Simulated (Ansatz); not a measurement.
## What pressure 7 GPa does to InP

The parent structure is InP in the zinc blende structure (space group F-43m, No. 216; a = 5.907 Å).

Now apply this change: a hydrostatic pressure of 7 GPa.

Level of theory: r2SCAN/PAW in Ansatz (a first-principles code), scalar-relativistic without spin-orbit coupling. k-mesh 10×10×10 (Γ-centred); smearing 0.05 eV (Fermi–Dirac).

- Volume per atom = 23.67 Å³ (base 25.76 Å³)
- Lattice parameter a = 5.743 Å (base 5.907 Å)
- Shortest interatomic distance = 2.487 Å (base 2.558 Å)
- Enthalpy H = E + PV relative to the base's energy = +1.08 eV/atom
- Band gap = 1.52 eV (base 1.03 eV)
- Gap character = direct at Γ (base direct at Γ)
- Mean gap deformation potential ΔEg/Δln V = -5.8 eV
- Width of the top valence band = 3.30 eV (base 2.90 eV)
- Electron mass = 0.10 mₑ (at Γ) (base 0.074 mₑ (at Γ))
- Hole mass (degenerate bands, along [100]) = 0.10, 0.39, 0.39 mₑ (at Γ) (base 0.073, 0.44, 0.44 mₑ (at Γ))
- Valley order (the lowest conduction-band minima on the path, energy above the VBM, named in the base's zone) = Γ 1.52 eV; X along ⟨100⟩ 1.90 eV; L along ⟨111⟩ 2.02 eV (base Γ 1.03 eV; L along ⟨111⟩ 1.80 eV; X along ⟨100⟩ 2.04 eV)

Load acts through the strain it causes; cell and atoms are relaxed under it. Masses are band curvatures over ±0.01 Å⁻¹ around the edge. No phonon test of stability was made. Tetrahedral semiconductors of this kind turn to denser phases somewhere between about 1 and 50 GPa; those were not computed, so compressed cells here can lie past the real transition.
